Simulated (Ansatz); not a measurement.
Consider interstitial Cu in polar orthorhombic HfO2, charge state +1. Level of theory: PBE, PAW (plane waves to 420 eV; Ansatz, an electronic-structure program).

96-site cell at the relaxed PBE lattice, the Γ point alone, smearing 0.01 eV, spin-restricted, no finite-size correction. Energies are static. Spin-orbit coupling is left out. The host's phase is taken as given; its stability against other phases was not computed. The charge state is imposed; whether it is stable for some Fermi level was not computed. Sites that were not tried may lie lower.

Barriers: single points on a 2×2×2 k-point mesh shifted by half a step at the bands' geometries.

A. one Cu atom jumps by itself; the atom moves 3.03 Å along (-0.31, 0.00, -0.50) of the unit cell; the moving atom starts with neighbours O at 1.87, O at 1.95, O at 2.17, O at 2.18, O at 2.19 Å and ends with O at 1.87, O at 1.95, O at 2.17, O at 2.18, O at 2.19 Å; saddle order first order.
B. one Cu atom jumps by itself; the atom moves 3.35 Å along (0.50, 0.40, 0.00) of the unit cell; the moving atom starts with neighbours O at 1.87, O at 1.95, O at 2.17, O at 2.18, O at 2.19 Å and ends with O at 1.87, O at 1.95, O at 2.17, O at 2.18, O at 2.19 Å; saddle order inconclusive.

**Question.** Put the candidates in order of forward barrier, lowest first, for PBE, PAW.

**Answer.** A (0.94 eV), B (1.55 eV)
